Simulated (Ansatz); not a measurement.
# Hypothetical P4/nmm BeS: pressure series

Start from BeS (space group P4/nmm, No. 129; a = 3.4521 Å, c = 5.6208 Å; a hypothetical phase, not in the database extracts checked; layered, stacked along the Cartesian z axis).

Cell and atoms are relaxed at each pressure.

The values are results of PBEsol (Ansatz, a program for electronic structure), no spin-orbit coupling, not measurements.

Base values:

- Band gap = 3.39 eV

The aim is a band gap between 2.24 eV and 2.34 eV. Which of these changes reaches it?
A. pressure 5 GPa
B. pressure 0.3 GPa
C. pressure 3 GPa

A, pressure 5 GPa. It gives 2.28 eV; pressure 0.3 GPa gives 3.28 eV; pressure 3 GPa gives 2.62 eV. Changes not listed may reach it too

Load acts through the strain it causes; cell and atoms are relaxed under it. Stability against distortions was not tested. Competing high-pressure phases were not computed. The base started in Pnma and relaxed to P4/nmm at this level. No dispersion term is included in the PBEsol runs.
